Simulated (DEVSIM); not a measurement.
System: Al/AlN/p-Ge capacitor, at 300 K.

```csv
layer (left to right),material,thickness (nm),Na (cm⁻³)
1,AlN,22.0,-
2,Ge,4300,1.9e16
```

Metal gate on the left, work function 4.1 eV. Fixed charge at the semiconductor interface 5.4e11 cm⁻² (in units of +e); no interface traps.

Constants are typed, rounded textbook-type inputs, not results; the design itself was drawn at random and stands for no fabricated device. Values at 300 K.

```tsv
parameter	AlN	Ge
gap (eV)	6.1	0.664
affinity (eV)	1.9	4
permittivity	8.5	16
Nc (cm⁻³)	-	1.04e19
Nv (cm⁻³)	-	6e18
```

Simulated with DEVSIM: 1D Poisson equation in equilibrium, Boltzmann statistics, complete ionisation; no quantum confinement or tunnelling. Metal contacts follow the ideal Schottky-Mott rule: no Fermi-level pinning, no interface dipoles.

Problem. Give the band bending (positive: bands bend down) and minority sheet density.

Solution. 
```csv
Vg (V),ψs (V),minority carriers (cm⁻²)
-1.5,-0.143,< 1e8
-1.35,-0.132,< 1e8
-1.2,-0.118,< 1e8
-1.05,-0.099,< 1e8
-0.9,-0.073,< 1e8
-0.75,-0.033,< 1e8
-0.6,0.034,< 1e8
-0.45,0.130,< 1e8
-0.3,0.242,2.5e8
-0.15,0.355,1.5e10
0,0.424,1.6e11
0.15,0.455,4.1e11
0.3,0.474,6.8e11
0.45,0.488,9.7e11
0.6,0.499,1.3e12
0.75,0.508,1.6e12
```
